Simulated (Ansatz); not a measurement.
# What 3 layers does to hypothetical anti-CdI2 type Tl2S

Consider Tl2S in the anti-CdI2 type structure (space group P-3m1, No. 164; a = 4.342 Å, c = 6.649 Å; a hypothetical phase, not in the database extracts checked).

Modification: a free-standing slab of 3 layers (9 atoms, 3 a layer) is cut normal to the stacking axis, with 15 Å of vacuum and the in-plane cell relaxed.

Computed with PBE-D3(BJ) (Ansatz, a program for electronic structure), no spin-orbit coupling. k-mesh 9×9×1 (Γ-centred); smearing 0.05 eV (Fermi–Dirac), for the changed cell.

```tsv
quantity	base	changed	shift
layer's space group (with vacuum)	–	P-3m1 (No. 164)	–
shortest interatomic distance	3.024 Å	2.930 Å	-0.094 Å
band gap	0.36 eV	0.44 eV	+0.08 eV
gap character	–	indirect, K–Γ (88 % along) → M	–
excess energy per area of both faces (slab less bulk energy over the cell's area: twice a surface energy)	–	0.14 J/m²	–
thickness between the outermost nuclei	–	15.25 Å	–
in-plane lattice parameter a	4.342 Å	4.233 Å	-0.109 Å
```

Final structure:

```yaml
crystal:
  lattice:
    - [4.23291, 0.00000, 0.00000]
    - [2.11645, 3.66581, 0.00000]
    - [0.00000, 0.00000, 31.68219]
  atoms:
    - { symbol: Tl, position: [0.66667, 0.66667, 0.25938] }
    - { symbol: S, position: [0.00000, 0.00000, 0.31424] }
    - { symbol: Tl, position: [0.33333, 0.33333, 0.36525] }
    - { symbol: Tl, position: [0.66667, 0.66667, 0.44885] }
    - { symbol: S, position: [0.00000, 0.00000, 0.50000] }
    - { symbol: Tl, position: [0.33333, 0.33333, 0.55115] }
    - { symbol: Tl, position: [0.66667, 0.66667, 0.63475] }
    - { symbol: S, position: [0.00000, 0.00000, 0.68576] }
    - { symbol: Tl, position: [0.33333, 0.33333, 0.74062] }
```

Cost of the whole job for the changed cell (relaxation, final SCF and bands): about 4 core-minutes (a rough figure).

The excess energy carries the mismatch between the slab's and the bulk's meshes. Spin-orbit coupling, missing from the scalar runs, can matter with Tl. Whether these cells are dynamically stable was not tested. The program warned that a D3 coordination switch lies within reach, so dispersion energies are less smooth here.
